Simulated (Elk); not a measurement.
A self-consistent single point of Sn (I4_1/amd, 2 atoms in the cell) with Elk.

Method of the run: PBE, spin-orbit coupling in second variation, all-electron FP-LAPW, Elk's shipped species files, APW+lo basis with extra local orbitals (Elk).

```
Sn
1.0
   -2.99512     2.99512     1.62921
    2.99512    -2.99512     1.62921
    2.99512     2.99512    -1.62921
Sn
2
Direct
  0.75000   0.25000   0.50000
  0.00000   0.00000   0.00000
```

Reference input (self-consistent single point, DFT, PBE, all-electron FP-LAPW, Elk's shipped species files, APW+lo basis with extra local orbitals): xctype = 20; rgkmax = 8; stype = 0; swidth = 0.00183747 Ha; ngridk = 8 8 8; gmaxvr = 14 1/bohr; nxlo = 2; lorbcnd = true; lmaxi = 2; maxscl = 100. This run's input differs from it in these lines:

```diff
@@ -5,2 +5,5 @@
   20
+
+spinorb
+  .true.
 
@@ -20,2 +23,5 @@
   2
+
+nempty
+  10
```

Output (repeated stretches shortened):

```
│ Self-consistent loop started │
│ Loop number : 1 │
 total energy                :     -12363.9346189
 total moment                :   0.4764292967E-18  0.8552392164E-21  0.2018130153E-19
│ Loop number : 2 │
 total energy                :     -12363.9385017
 total moment                :   0.4667110083E-18  0.1206361036E-20  0.1454643643E-19
RMS change in Kohn-Sham potential (target) :   0.6257552128E-01 (  0.1000000000E-05)
Absolute change in total energy (target)   :   0.3882793921E-02 (  0.1000000000E-03)
│ Loop number : 3 │
 total energy                :     -12363.7432391
   [... lines left out ...]
 total energy                :     -12358.3648598
 total moment                :   0.4701885989E-18 -0.2059439563E-20 -0.2067522858E-20
RMS change in Kohn-Sham potential (target) :   0.2751831084E-07 (  0.1000000000E-05)
Absolute change in total energy (target)   :   0.2631018633E-03 (  0.1000000000E-03)
│ Loop number : 14 │
 total energy                :     -12358.3648576
 total moment                :   0.4587929275E-18  0.1380365173E-20 -0.5330710187E-19
RMS change in Kohn-Sham potential (target) :   0.1219678511E-07 (  0.1000000000E-05)
Absolute change in total energy (target)   :   0.6791588203E-04 (  0.1000000000E-03)
Convergence targets achieved

│ Loop number : 15 │

Energies :
 Fermi                       :     0.215171811417
 xc effective B-field        :    -0.216176517683E-09
 external B-field            :      0.00000000000
 total energy                :     -12358.3648583
 (external B-field energy excluded from total)

Density of states at Fermi energy :    35.85364304
 (states/Hartree/unit cell)

Estimated indirect band gap :   0.5612537223E-03
 from k-point     25 to k-point     11
Estimated direct band gap   :   0.2830857932E-02
 at k-point     31

Charges :
 core                        :    60.00000000
 valence                     :    40.00000000
 interstitial                :    3.884494545
 muffin-tins (core leakage)
  species :    1 (Sn)
   atom    1                 :    48.05775273     (  0.6677310595E-04)
   [... lines left out ...]
 muffin-tins
  species :    1 (Sn)
   atom    1                 :  -0.6087865787E-20 -0.1054025879E-20 -0.2074182401E-22
   atom    2                 :  -0.6087865787E-20 -0.1054025879E-20 -0.2074182401E-22
 total in muffin-tins        :  -0.1217573157E-19 -0.2108051758E-20 -0.4148364801E-22
 total moment                :   0.4562496042E-18 -0.2087666098E-20 -0.4337536379E-22

│ Self-consistent loop stopped │
```

The run converged in 15 iterations. The count includes the last loop, which Elk runs after its targets are met. 

The starting cell comes from a database of computed structures (which also holds hypothetical and non-ambient phases and stackings), without a prior relaxation at this level. Its lattice was rescaled by a random factor within 2.5 % of one. Values depend on the basis (sphere radii, cutoffs, local orbitals), which need not be converged. The log's line on a gap gives a spacing of levels on this mesh, which the program prints for metals too.

These are the values that this program gave, and no reference: the basis lacks p1/2 orbitals, which heavy p elements need under spin-orbit coupling.

Cost on one core of a shared machine: roughly 90 s.
